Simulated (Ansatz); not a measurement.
The reference is ZnCu in the CsCl type structure (space group Pm-3m, No. 221; a = 2.9085 Å; relaxed with 0.1 eV smearing).

Calculations: PBEsol in Ansatz (plane waves to 420 eV, PAW, scalar-relativistic without spin-orbit coupling).

Before the change:

The pressure is 0.0 GPa.

It is then changed as follows: an isotropic linear strain of −2.50 %; the atoms relax in the strained cell.

Q: What does the calculation give for the energy relative to the base after the change?

A: The energy goes up by 33 meV/atom.

Q: What happens to the pressure?

A: The pressure goes from zero to 12.5 GPa.

Stability against distortions was not tested. The final runs are not spin-polarised.

Ansatz is a quantum-chemistry and plane-wave program.
